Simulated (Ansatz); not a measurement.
The starting structures come from a database of crystals and need not be the phases stable at ambient conditions.

By LDA and PBEsol, the system below comes out a metal.

Data:

```
CELL_PARAMETERS angstrom
      4.85884     0.00000     0.00000
      0.00000     5.17545     0.00000
      0.00000     0.00000     4.85884
ATOMIC_POSITIONS crystal
  In 0.50000 0.49514 0.00000
  In 0.00000 0.50486 0.50000
  Bi 0.50000 0.00000 0.50000
  Bi 0.00000 0.00000 0.00000
```

Space group of this cell: P4/nmm. The cell is taken as given; by PBEsol its mean pressure is -2.6 GPa.

The current runs along the normal of the first two printed vectors, the (100) plane. All runs by Ansatz (a quantum-chemistry and plane-wave program), plane waves and PAW, without spin-orbit coupling; the base is PBEsol.

| run | mean pressure (GPa) | G/A, both spins (10¹⁵ S/m²) |
|---|---|---|
| base | -2.6 | 0.78 |
| all lengths scaled by 0.98 | -0.1 | 0.87 |
| all lengths scaled by 1.02 | -4.4 | 0.73 |
| lda in place of pbesol | -3.9 | (withheld) |
| lengths across the current scaled by 0.98, ions clamped | -1.1 | 0.87 |
| lengths across the current scaled by 1.02, ions clamped | -3.8 | (withheld) |
| lengths along the current scaled by 0.97, ions clamped | -1.4 | 0.80 |
| lengths along the current scaled by 1.03, ions clamped | -3.6 | 0.79 |

**Question.** What belongs in the gaps?

**Answer.** 
- lda in place of pbesol, G/A, both spins (10¹⁵ S/m²): 0.77
- lengths across the current scaled by 1.02, ions clamped, G/A, both spins (10¹⁵ S/m²): 0.74
